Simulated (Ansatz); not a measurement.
Amorphous cells of 8 compositions: the gap between the highest filled and lowest empty level at the zone centre, by PBE and by a single point of r2SCAN on the same geometry (PBE, scalar-relativistic without spin-orbit coupling (plane waves to 420 eV, PAW; Ansatz, a first-principles code); r2SCAN at 500 eV). The networks come from melt-quench runs on the CHGNet potential at compositions and starting densities chosen by hand, with anions pushed apart in the CHGNet dynamics, and DFT then relaxed them. The cells are small and were quenched far faster than real films, so single cells scatter. Defect or tail levels can set these gaps. The rows are the first to finish with both values and no moments.

```csv
cell,PBE gap x (eV),r2SCAN gap y (eV)
"A (Al28O43Ag2, 3.37 g/cm3)",2.12,2.60
"B (Zr20O43Mo, 5.46 g/cm3)",2.15,2.38
"C (Zr20O43W, 5.41 g/cm3)",2.84,3.12
"D (Zr20O43Y2, 5.28 g/cm3)",3.46,3.91
"E (Zr20O43Sc2, 5.19 g/cm3)",3.53,withheld
"F (Zr20O45Ta2, 5.58 g/cm3)",3.72,4.17
"G (Zr20O43Lu2, 5.65 g/cm3)",3.74,4.21
"H (Zr20O45P2, 4.96 g/cm3)",3.81,4.28
```

**Question.** Fit a straight line through the 7 full rows and predict the withheld value for E (Zr20O43Sc2, 5.19 g/cm3).

**Answer.** Means: x = 3.120, y = 3.524. Slope = Σ(Δx Δy) / Σ(Δx²) = 3.613 / 3.355 = 1.08; the r.m.s. residual is 0.080. Prediction: 3.524 + 1.08 × (3.53 − 3.120) = 3.97. The run gave 3.96, 0.01 below the line.
